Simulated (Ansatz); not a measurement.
The parent structure is Mo in the bcc (W type) structure (space group Im-3m, No. 229; a = 3.151 Å).

Level of theory: r2SCAN/PAW in Ansatz (a program for electronic structure), spin-orbit coupling left out.

Base values:

```
Quantity               Result
-------------------  --------
Lattice parameter a  315.1 pm
Band gap                 zero
```

Perturbation: cell and atoms relaxed at a pressure of 45 GPa.

Question: What does the calculation give for the lattice parameter a after the change?

Answer: The lattice parameter a drops by 13.04 pm (315.1 pm → 302.0 pm).

Question: What does the calculation give for the band gap after the change?

Answer: The band gap remains zero.

Load acts through the strain it causes; cell and atoms are relaxed under it. Whether these cells are dynamically stable was not tested. Competing high-pressure phases were not computed. All final runs are without spin polarisation.
